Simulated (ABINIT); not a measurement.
## Pressure against volume in rock-salt CaO (space group 225) (ABINIT, PBEsol)

```
CELL_PARAMETERS angstrom
      0.00000     2.33517     2.33517
      2.33517     0.00000     2.33517
      2.33517     2.33517     0.00000
ATOMIC_POSITIONS crystal
  Ca 0.00000 0.00000 0.00000
  O  0.50000 0.50000 0.50000
```

Computed with PBEsol, norm-conserving pseudopotentials (PseudoDojo nc-sr-04 PBEsol standard) (plane waves; ABINIT). Settings: pseudos = [Ca.upf, O.upf]; ecut = 55 Ha; occopt = 3; tsmear = 0.00036749 Ha; ngkpt = 12 12 12; nshiftk = 1; shiftk = 0 0 0; potentials = PseudoDojo nc-sr-04 PBEsol standard; nband = 13; kptopt = 1; nstep = 100; toldfe = 1e-09 Ha. The cell above is the first row's. The rows scale it uniformly. In all rows fractional positions and the k mesh are held.

| V (Å^3/atom) | P (GPa) |
|---|---|
| 12.734 | ? |
| 13.011 | 4.71 |
| 13.287 | 1.97 |
| 13.564 | -0.48 |
| 13.841 | -2.67 |
| 14.118 | -4.64 |
| 14.395 | -6.40 |
| 14.671 | -7.98 |
| 14.948 | -9.39 |

Using a cubic, estimate the missing P at V = 12.734 from the other rows, showing the fit.

With u = V - 14.0, the rows have u = -0.9890, -0.7130, -0.4360, -0.1590, 0.1180, 0.3950, 0.6710, 0.9480. Least squares gives P = -3.831 - 7.0336·u + 1.4193·u² - 0.1996·u³. Residuals (row less fit): 0.003, -0.008, -0.002, 0.006, 0.002, 0.000, -0.008, 0.003; standard error 0.007 (degrees of freedom: 4). The fitted pressure is zero at V0 = 13.51, where dP/dV = -8.576, so B0 = -V0·dP/dV = 116 GPa. At the withheld row, u = -1.2660, so P = -3.831 - 7.0336 × (-1.2660) + 1.4193 × (-1.2660)² - 0.1996 × (-1.2660)³ = 7.753 GPa. The calculation gives 7.77 GPa, 0.017 GPa above the prediction (0.1 % of the range of P in the table). The row lies outside the fitted rows, so this is an extrapolation. From the scatter of the fitted rows alone, a prediction at this place has a standard error of 0.019 GPa, so the miss is 0.9 times that.

Carrying the step between the two nearest rows on in a straight line would have given 7.46, off by 0.31; series whose last step already gives the withheld value aren't shown. The scan was laid around a cell of about the measured size, scaled by a guess for this functional. The runs keep the symmetry of the cell, so they don't test it for distortions. Cutoffs and mesh are single choices, not tested for convergence of this quantity. Series with a scatter that would blur these digits, or in which a gap closes, are not shown.
